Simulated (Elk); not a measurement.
Worked example: self-consistent single point of Nb3Sn (Pm-3n, 8 atoms in the cell) in Elk.

Method of the run: PBE, spin-orbit coupling in second variation, all-electron FP-LAPW, Elk's shipped species files, APW+lo basis with extra local orbitals run with Elk.

```
CELL_PARAMETERS angstrom
      5.40017     0.00000     0.00000
      0.00000     5.40017     0.00000
      0.00000     0.00000     5.40017
ATOMIC_POSITIONS crystal
  Nb 0.25000 0.00000 0.50000
  Nb 0.75000 0.00000 0.50000
  Nb 0.50000 0.75000 0.00000
  Nb 0.50000 0.25000 0.00000
  Nb 0.00000 0.50000 0.75000
  Nb 0.00000 0.50000 0.25000
  Sn 0.00000 0.00000 0.00000
  Sn 0.50000 0.50000 0.50000
```

Reference input (self-consistent single point, DFT, PBE, all-electron FP-LAPW, Elk's shipped species files, APW+lo basis with extra local orbitals): xctype = 20; rgkmax = 7.5; stype = 0; swidth = 0.00367493 Ha; ngridk = 5 5 5; gmaxvr = 16 1/bohr; nxlo = 2; lorbcnd = true; rmtscf = 0.92; lmaxi = 2; maxscl = 100. This run's input differs from it in these lines:

```diff
@@ -5,2 +5,5 @@
   20
+
+spinorb
+  .true.
 
@@ -23,2 +26,5 @@
   2
+
+nempty
+  10
```

Output (repeated stretches shortened):

```
│ Self-consistent loop started │
│ Loop number : 1 │
 total energy                :     -35276.1031686
 total moment                :  -0.8125603728E-21 -0.8121326614E-21 -0.1485288668E-19
│ Loop number : 2 │
 total energy                :     -35276.7307893
 total moment                :   0.2338343732E-24 -0.5704039675E-23 -0.7080076425E-20
RMS change in Kohn-Sham potential (target) :   0.1019659196     (  0.1000000000E-05)
Absolute change in total energy (target)   :   0.6276206762     (  0.1000000000E-03)
│ Loop number : 3 │
 total energy                :     -35277.6873443
   [... lines left out ...]
 total energy                :     -35281.6614560
 total moment                :  -0.1008054612E-22 -0.9493858343E-23 -0.2662654007E-19
RMS change in Kohn-Sham potential (target) :   0.1634891832E-06 (  0.1000000000E-05)
Absolute change in total energy (target)   :   0.1431589408E-03 (  0.1000000000E-03)
│ Loop number : 15 │
 total energy                :     -35281.6613672
 total moment                :   0.4831117020E-22  0.6811351845E-22 -0.9416937618E-20
RMS change in Kohn-Sham potential (target) :   0.7042725363E-07 (  0.1000000000E-05)
Absolute change in total energy (target)   :   0.5299553595E-04 (  0.1000000000E-03)
Convergence targets achieved

│ Loop number : 16 │

Energies :
 Fermi                       :     0.391523328802
 xc effective B-field        :    -0.228268823914E-09
 external B-field            :      0.00000000000
 total energy                :     -35281.6613280
 (external B-field energy excluded from total)

Density of states at Fermi energy :    477.3347830
 (states/Hartree/unit cell)

Estimated indirect band gap :   0.4198700402E-03
 from k-point      5 to k-point     10
Estimated direct band gap   :   0.2140746771E-02
 at k-point      6

Charges :
 core                        :    228.0000000
 valence                     :    118.0000000
 interstitial                :    18.92136612
 muffin-tins (core leakage)
  species :    1 (Nb)
   atom    1                 :    38.59722406     (  0.4473200615E-05)
   [... lines left out ...]
  species :    2 (Sn)
   atom    1                 :   0.2226884887E-23 -0.1852902020E-22   0.000000000
   atom    2                 :  -0.2226884887E-23   0.000000000      0.1852902020E-22
 total in muffin-tins        :  -0.4106067824E-21 -0.4297426202E-21  0.1040796278E-19
 total moment                :  -0.4093140204E-21 -0.4249584640E-21  0.1041389373E-19

│ Self-consistent loop stopped │
```

The run converged in 16 iterations. The count includes the last loop, which Elk runs after its targets are met. 

The starting cell comes from a database of computed structures (which also holds hypothetical and non-ambient phases and stackings), without a prior relaxation at this level. Its lattice was rescaled by a random factor within 2.5 % of one. Values depend on the basis (sphere radii, cutoffs, local orbitals), which need not be converged. The log's line on a gap gives a spacing of levels on this mesh, which the program prints for metals too.

These are the values that this program gave, and no reference: the basis lacks p1/2 orbitals, which heavy p elements need under spin-orbit coupling.

Cost on one core of a shared machine: roughly 4 min.
